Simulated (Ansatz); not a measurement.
# MoP under a change: P → Sb

The parent structure is MoP (space group P-6m2, No. 187; a = 3.206 Å, c = 3.174 Å).

Now apply this change: full substitution P → Sb; the structure is relaxed again.

Method: PBEsol (Ansatz, a first-principles code), no SOC. Settings: 15×15×13 k-points, 0.05 eV Fermi–Dirac smearing, for the changed cell.

```yaml
volume_per_atom: 19.26 Å³ (base 14.13 Å³)
density: 9.39 g/cm³ (base 7.46 g/cm³)
lattice_parameter_a: 352.3 pm (base 320.6 pm)
c/a ratio: 1.017 (base 0.990)
space_group: P-6m2 (No. 187) (base P-6m2 (No. 187))
shortest_interatomic_distance: 271.0 pm (base 243.8 pm)
band_gap: zero (base zero)
```

Cost of the whole job for the changed cell (relaxation, final SCF and bands): roughly 2.4 core-minutes.

No phonon test of stability was made. As relaxed here, MoSb is a hypothetical phase, not in the database extracts checked. The final runs are not spin-polarised. An odd electron count without spin: MoSb and MoP.
